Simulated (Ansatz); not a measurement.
Take Ag in the diamond structure (space group Fd-3m, No. 227; a = 6.038 Å; a hypothetical phase, not in the database extracts checked) as the base. Axes: x, y, z lie along the cube axes.

Method: PBEsol (Ansatz, a program for electronic structure, PAW, spin-orbit coupling left out).

Before the change:

```
Quantity                        Result
-----------------------------  -------
Band gap                          zero
Shortest interatomic distance  2.615 Å
```

Perturbation: a free-standing slab of 1 layer (2 atoms, 2 a layer) is cut normal to [110], with 15 Å of vacuum and the in-plane cell held at bulk.

Q: Estimate the effect on the band gap.

A: The band gap remains zero.

Q: What does the calculation give for the shortest interatomic distance after the change?

A: The shortest interatomic distance decreases by 0.034 Å to 2.581 Å.

Stability against distortions was not tested.
